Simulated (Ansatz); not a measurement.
A constructed model of the (111) surface of fcc Au, a pseudomorphic layer of Si in the host's stacking (bottom of the slab: a bare face, its two planes held)

Calculation: PBE (plane waves to 420 eV, PAW; Ansatz, a program for electronic structure).

Model: 7-atom slab, 14.0 Å thick at the start, 15x15x1 mesh, Fermi-Dirac 0.1 eV, dipole correction, 2 atoms held, the rest relaxed; symmetry of the start imposed; no spin, no spin-orbit, no U. It is one candidate, not shown to be the stable structure of the face.

```yaml
work_function_of_the_top_face: 4.71 eV
energy_released_by_relaxation: 0.042 eV
cost: roughly 2.2 core-minutes
```
